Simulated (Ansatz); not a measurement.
## Rutile MgH2

The numbers are results of Hartree–Fock (Ansatz, a first-principles code, PAW), not measurements.

Run with plane-wave cutoff 460 eV, 6×6×8 k mesh (along the axes of the cell as run), Fermi–Dirac smearing 0.01 eV, scalar-relativistic PAW data made under PBE.

Cell: relaxed at this level.

| Item | Value |
|---|---|
| lattice parameter a | 4.577 Å |
| c axis length | 3.018 Å |
| band gap | 12.00 eV (indirect) |
| smallest direct gap on the k points sampled | 12.95 eV |
| direct gap at Γ | 13.02 eV |

Measured, for comparison: lattice constant a 4.517 Å, lattice parameter c 3.021 Å (temperature not stated, no zero-point or thermal correction; as tabulated in Ellinger et al., J. Am. Chem. Soc. 77, 2647 (1955) (COD 4124639)). Computed (rounded) less measured: lattice constant a +1.3 %, lattice parameter c -0.1 %.

Computed values are for the static lattice.

Computing time: roughly 60 core-minutes.
